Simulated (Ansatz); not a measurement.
Levels about the gap of amorphous Al30O33N8 (71 atoms in a cell of 802 Å³, 3.00 g/cm³; zone centre alone, so wide bands show as single levels with stretches between that a denser mesh fills), at the geometry that PBE relaxed, where it gives -0.8 GPa on a denser mesh. The participation number counts the atoms over which a state spreads; weights are charges in smoothed Voronoi cells. The levels come from a single point, so bond lengths are those of that geometry. Method of the levels: PBE, scalar-relativistic without spin-orbit coupling (Ansatz, an electronic-structure program). Sampling: the zone centre alone; Fermi-Dirac width 0.02 eV; no spin polarisation. At PBE the levels at the filled edge of the gap are localised (band-tail or defect states), and the nearest spread-out levels lie 3.2 eV apart at the zone centre.

The cell was made by melting and quenching with the CHGNet potential and then relaxed with DFT. O and N atoms were pushed apart under 1.9 Å during the dynamics, to hinder bonds among them. The hot cell started wider than the set density and was brought back towards it in steps. It is the lowest in DFT energy of 2 quenches. It is a model cell: composition and starting density were chosen by hand, and all elements were melted together. No dispersion term was used. A short ab initio anneal came between quench and relaxation. Its density started from a set value of 3.00 and ended at 3.00 g/cm³. The simulated quench (nominally 290 K/ps over its main leg) is rapid and tends to freeze in more defects than a deposited or slowly cooled glass has. One small periodic cell is one sample of the glass; other quenches scatter about these values. The volume was held where the preparation left it, at a PBE pressure of -0.8 GPa (tension). Stress components on the final sampling reach 2.9 GPa.

| E - E(highest filled), eV | filling | participation number | largest on | weight N | weight O | weight Al |
|---|---|---|---|---|---|---|
| -0.97 | filled | 18.8 | N, 5 neighbours | 0.37 | 0.53 | 0.10 |
| -0.82 | filled | 18.8 | N, 5 neighbours | 0.39 | 0.50 | 0.10 |
| -0.77 | filled | 6.1 | O, 2 neighbours | 0.23 | 0.69 | 0.08 |
| -0.74 | filled | 17.4 | O, 3 neighbours | 0.30 | 0.60 | 0.09 |
| -0.60 | filled | 8.2 | N, 4 neighbours | 0.45 | 0.44 | 0.11 |
| -0.37 | filled | 5.2 | O, 3 neighbours | 0.23 | 0.69 | 0.08 |
| 0.00 | filled | 3.3 | N, 4 neighbours | 0.72 | 0.15 | 0.14 |
| 2.55 | empty | 66.2 | O, 3 neighbours | 0.11 | 0.46 | 0.43 |
| 4.66 | empty | 32.1 | Al, 4 neighbours | 0.10 | 0.49 | 0.41 |
| 4.78 | empty | 49.3 | Al, 5 neighbours | 0.12 | 0.44 | 0.45 |
| 4.81 | empty | 39.7 | Al, 5 neighbours | 0.14 | 0.42 | 0.45 |
| 5.03 | empty | 28.1 | Al, 4 neighbours | 0.11 | 0.48 | 0.41 |
| 5.11 | empty | 45.0 | Al, 4 neighbours | 0.17 | 0.39 | 0.44 |
| 5.24 | empty | 44.5 | Al, 5 neighbours | 0.08 | 0.45 | 0.47 |

Most localised among these is the filled level at +0.00 eV, on a N atom, which has 4 neighbours (Al 1.82 Å, Al 1.85 Å, Al 1.89 Å, Al 2.15 Å).
